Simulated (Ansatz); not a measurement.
The reference is WO3 (space group P6/mmm, No. 191; a = 7.390 Å, c = 3.800 Å).

Level of theory: Ansatz (a program for electronic structure) PBEsol, no spin-orbit coupling.

Base values:

The shortest interatomic distance comes out as 3.590 bohr.

One thing is altered: hydrostatic tension (pressure −1 GPa).

Q: Predict the new shortest interatomic distance.

A: The shortest interatomic distance goes up by 0.005 bohr to 3.595 bohr.

Load acts through the strain it causes; cell and atoms are relaxed under it. Whether these cells are dynamically stable was not tested.
